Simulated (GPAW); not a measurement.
# Predicting one run from its neighbours: the energy against the mesh, ZnSe (R3m, 2 atoms in the cell)

```
CELL_PARAMETERS angstrom
      0.00000     2.82083     2.82083
      2.82083     0.00000     2.82083
      2.82083     2.82083     0.00000
ATOMIC_POSITIONS crystal
  Zn 0.00512 0.00512 0.00512
  Se 0.25000 0.25000 0.25000
```

Method of the run: LDA (Perdew-Wang 92), GPAW PAW datasets LDA (gpaw-data 1.0.1) (plane waves; GPAW).

Base settings: mode = pw; ecut = 850 eV; xc = LDA; kpts = 3 3 3; mesh shift (steps) = 0 0 0; occupations.name = fermi-dirac; occupations.width = 0.01 eV; nbands = -8; convergence.bands = -6; symmetry.symmorphic = false.

The last step of the ladder, which sets the zero, is kpts = 18 18 18.

The starting cell has typed, rounded lattice constants, without a prior relaxation at this level. Its lattice was rescaled by up to half a per cent. One atom was moved a little off its site on purpose.

In a gapped crystal the sum over the mesh converges exponentially with the size of the supercell that the mesh stands for: ln(ΔF) = a + b·N.

| kpts | divisions along the first axis | F less the last step's (meV/atom) | ln of it |
|---|---|---|---|
| 5 5 5 | 5 | 11.05 | 2.402 |
| 6 6 6 | 6 | ? | ? |
| 7 7 7 | 7 | 1.30 | 0.262 |
| 8 8 8 | 8 | 0.51 | -0.673 |
| 9 9 9 | 9 | 0.22 | -1.514 |

### Question
Fit the line to the 4 rows given and predict the withheld one.

### Answer
Means: x̄ = 7.2500, ȳ = 0.11925. Σ(x − x̄)(y − ȳ) = -8.624 and Σ(x − x̄)² = 8.750, so b = -0.9856 and a = ȳ − b·x̄ = 7.2649; each further division cuts the miss by a factor of 2.7. The largest residual of the fitted rows is 0.10. At x = 6 the line gives 1.351, that is 3.86 meV/atom. The run gave 3.60 meV/atom, a miss of 0.26 meV/atom (7 %). The table is a window of a longer ladder. The rows were chosen because the form fits them, the withheld one included, so this shows the method and is no test of the form.

Left out of this page: 5 runs of the series outside the window shown, repeating another row's setting, or not comparable.
